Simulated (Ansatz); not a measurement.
The reference is ZnO in the wurtzite structure (space group P6_3mc, No. 186; a = 3.2795 Å, c = 5.2937 Å).

Computed with Kohn–Sham DFT with the PBE functional, run in Ansatz (a program for electronic structure) with PAW and 420 eV plane waves, no spin-orbit coupling.

For the base:

- Pressure: 0.00 GPa
- Width of the top valence band: 1.71 eV
- Band gap: 0.74 eV
- Valence-band top at Γ: 0.00, 0.00, -0.08 eV

The change: the cell is scaled by 0.9760 in all directions, atoms relaxed at fixed cell.

Q: What happens to the energy relative to the base, pressure, width of the top valence band, band gap and valence-band top at Γ?

A: The energy goes up by 28 meV/atom; the pressure (mean of the normal stresses, compression positive) goes from zero to 11.03 GPa; the width of the top valence band rises by 0.166 eV (1.71 eV → 1.87 eV); the band gap increases by 0.104 eV, from 0.74 eV to 0.85 eV; the valence-band top at Γ (three highest levels, from the VBM) becomes 0.00, 0.00, -0.10 eV (base: 0.00, 0.00, -0.08 eV).

The cells carry an imposed strain or load. Whether these cells are dynamically stable was not tested.
